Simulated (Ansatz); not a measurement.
Base system: SnS2 in the CdI2 type structure (space group P-3m1, No. 164; a = 3.6694 Å, c = 5.8062 Å; layered, stacked along the Cartesian z axis). Axes: x lies along a and z along c of the hexagonal cell.

It is then changed as follows: compressive biaxial strain of 2.63 % in the plane normal to [001], as in epitaxy on a mismatched substrate; the out-of-plane cell vector and the atoms relax.

Levels (all Ansatz, a quantum-chemistry and plane-wave program, PAW): PBE-D3(BJ) (420 eV, no spin-orbit coupling); HSE06 (420 eV, no spin-orbit coupling).

The geometry is relaxed with PBE-D3(BJ).

* **PBE-D3(BJ) band gap**: 1.38 eV

Predict the band gap from HSE06.

The band gap increases by 0.812 eV to 2.20 eV.

Single points use the geometry relaxed with PBE-D3(BJ). The hybrid gap comes from the SCF mesh plus the semilocal run's edge points and a few special points and is an upper bound. Stability against distortions was not tested.
